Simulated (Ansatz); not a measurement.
Start from Si in the diamond structure (space group Fd-3m, No. 227; a = 5.4021 Å). Axes: x, y, z lie along the cube axes.

Method: LDA (Ansatz, a quantum-chemistry and plane-wave program), without spin-orbit coupling.

Base values:

| Property | Result |
|---|---|
| Valence-band top at Γ | 0.00, 0.00, 0.00 eV |

Modification: compressive biaxial strain of 2.08 % in the plane normal to [111], as in epitaxy on a mismatched substrate; the out-of-plane cell vector and the atoms relax.

### Question
Estimate the effect on the ratio −ε⊥/ε∥, valence-band top at Γ and energy relative to the base.

### Answer
The ratio −ε⊥/ε∥ comes out as 0.50; the valence-band top at Γ (three highest levels, from the VBM) goes from 0.00, 0.00, 0.00 eV to 0.00, 0.00, -0.34 eV; the energy increases by 12 meV/atom.

The levels and masses belong to the bands next to the band gap. No phonon test of stability was made.
